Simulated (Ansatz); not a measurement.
Rutile MgH2 was calculated with LDA (Ansatz, an electronic-structure program, PAW).

Settings: plane-wave cutoff 520 eV, 8×8×8 k mesh, perturbation theory, force constants from a 4×4×4 q mesh, scalar-relativistic PAW data made under PBE.

Computed at the level's own relaxed cell. Harmonic vibrational thermodynamics at fixed volume:

```tsv
T (K)	S_vib (J/K per mol of atoms)	C_V (J/K per mol of atoms)	F_vib (eV/atom)
0	0.00	0.00	0.1372
300	(withheld)	(withheld)	(withheld)
400	(withheld)	(withheld)	(withheld)
500	(withheld)	(withheld)	(withheld)
700	(withheld)	(withheld)	(withheld)
900	(withheld)	(withheld)	(withheld)
1000	(withheld)	(withheld)	(withheld)
```

**Question.** Fill in the missing entries.

**Answer.** 
- 300, S_vib (J/K per mol of atoms): 10.81
- 300, C_V (J/K per mol of atoms): 11.93
- 300, F_vib (eV/atom): 0.1228
- 400, S_vib (J/K per mol of atoms): 14.63
- 400, C_V (J/K per mol of atoms): 14.70
- 400, F_vib (eV/atom): 0.1096
- 500, S_vib (J/K per mol of atoms): 18.16
- 500, C_V (J/K per mol of atoms): 16.91
- 500, F_vib (eV/atom): 0.0926
- 700, S_vib (J/K per mol of atoms): 24.37
- 700, C_V (J/K per mol of atoms): 19.87
- 700, F_vib (eV/atom): 0.0483
- 900, S_vib (J/K per mol of atoms): 29.58
- 900, C_V (J/K per mol of atoms): 21.55
- 900, F_vib (eV/atom): -0.0077
- 1000, S_vib (J/K per mol of atoms): 31.88
- 1000, C_V (J/K per mol of atoms): 22.11
- 1000, F_vib (eV/atom): -0.0396

The crystal is taken as a harmonic solid at every temperature: melting, phase changes and thermal expansion are not seen.
